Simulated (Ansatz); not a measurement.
The starting structures come from a database of crystals and need not be the phases stable at ambient conditions.

 Where the default PAW files enter, the runs use the earlier of Ansatz's two default sets.

# Evanescent states of SrTe (Fm-3m, rock salt, not sure to be the ambient phase, 2 atoms a cell, 37.8 Å³ an atom) along the normal of (001)

Computed with r2SCAN (plane waves, PAW; Ansatz, a quantum-chemistry and plane-wave program).

The gap is the functional's own, uncorrected, and κ follows it; spin-orbit coupling is left out. Mid-gap values are interpolated between the computed energies.

Energies count from the valence-band top; κ is the least over a 6×6 mesh across the current.

| E (eV) | κ (1/Å) | where |
|---|---|---|
| 0.06 | 0.051 | Γ |
| 0.18 | 0.087 | Γ |
| 0.30 | 0.109 | Γ |
| 0.42 | 0.126 | Γ |
| 0.54 | … | Γ |
| 0.66 | … | Γ |
| 0.78 | … | Γ |
| 0.90 | 0.165 | Γ |
| 1.02 | … | Γ |
| 1.14 | … | Γ |
| 1.26 | … | Γ |
| 1.38 | … | Γ |
| 1.50 | … | Γ |
| 1.62 | … | off Γ |
| 1.74 | 0.165 | off Γ |
| 1.86 | 0.143 | off Γ |
| 1.98 | 0.114 | off Γ |
| 2.10 | 0.072 | off Γ |

**Question.** Some entries are withheld; supply them.

**Answer.** 
- 0.54, κ (1/Å): 0.139
- 0.66, κ (1/Å): 0.149
- 0.78, κ (1/Å): 0.158
- 1.02, κ (1/Å): 0.170
- 1.14, κ (1/Å): 0.175
- 1.26, κ (1/Å): 0.178
- 1.38, κ (1/Å): 0.181
- 1.50, κ (1/Å): 0.183
- 1.62, κ (1/Å): 0.184
